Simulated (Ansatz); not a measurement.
Start from Ru in the hcp (Mg type) structure (space group P6_3/mmc, No. 194; relaxed with 0.1 eV smearing).

```xyz
2
Lattice="2.6914 0.0000 0.0000 -1.3457 2.3308 0.0000 0.0000 0.0000 4.2489" Properties=species:S:1:pos:R:3 pbc="T T T"
Ru     1.3457     0.7769     3.1867
Ru     0.0000     1.5539     1.0622
```

Cartesian axes are those of the cell as printed.

The values are results of DFT with PBEsol, PAW potentials and a 420 eV plane-wave cutoff in Ansatz (a first-principles code), scalar-relativistic without spin-orbit coupling, not measurements.

Base values:

The shortest interatomic distance is 2.632 Å and the band gap is zero.

The change: uniaxial strain ε_xx = +3.00 %, all other strain components held at zero, atoms relaxed at fixed cell.

Q: What happens to the energy relative to the base, stress, shortest interatomic distance and band gap?

A: The energy goes up by 21 meV/atom; the stress (xx, yy, zz, yz, xz, xy; compression positive) comes out as (-16.3, -5.6, -5.3, 0.0, 0.0, 0.0) GPa; the shortest interatomic distance rises by 0.006 Å (2.632 Å → 2.638 Å); the band gap is still zero.

Stability against distortions was not tested. All final runs are without spin polarisation.
